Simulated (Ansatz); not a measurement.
Defect: interstitial H in fluorite, charge state +1. The step: a concerted move, in which H travels most; the atom moves 1.49 Å along (-0.19, 0.00, -0.19) of the unit cell; the moving atom starts with neighbours F at 1.11, F at 1.16 Å and ends with F at 1.11, F at 1.16 Å. DFT values are from Ansatz (plane-wave PAW, 420 eV unless said) in a cell of 96 host sites, spin-restricted, static, with no finite-size correction. The charge state is imposed; whether it is stable for some Fermi level was not computed. Sites that were not tried may lie lower. For the PBE band: the saddle point's order was not checked, and it lies on a symmetry element of the cell, where a band can be held.

```json
[
 {"Level": "CHGNet universal potential (has no charge state), its own band", "Forward barrier (eV)": "0.47", "Cost of the band or of the saddle's single point": "-"},
 {"Level": "PBE, the Γ point alone, band relaxed", "Forward barrier (eV)": "0.47", "Cost of the band or of the saddle's single point": "around 30 core-minutes (rough)"},
 {"Level": "PBE, a 2×2×2 k-point mesh shifted by half a step, same geometries", "Forward barrier (eV)": "0.48", "Cost of the band or of the saddle's single point": "around 9 core-minutes (rough)"},
 {"Level": "r2SCAN at 500 eV, the Γ point alone, same geometries", "Forward barrier (eV)": "___", "Cost of the band or of the saddle's single point": "around 2.4 core-minutes (rough)"}
]
```

Q: Some entries are withheld; supply them.

A: 
- r2SCAN at 500 eV, the Γ point alone, same geometries, Forward barrier (eV): 0.46

Ansatz is an electronic-structure program.
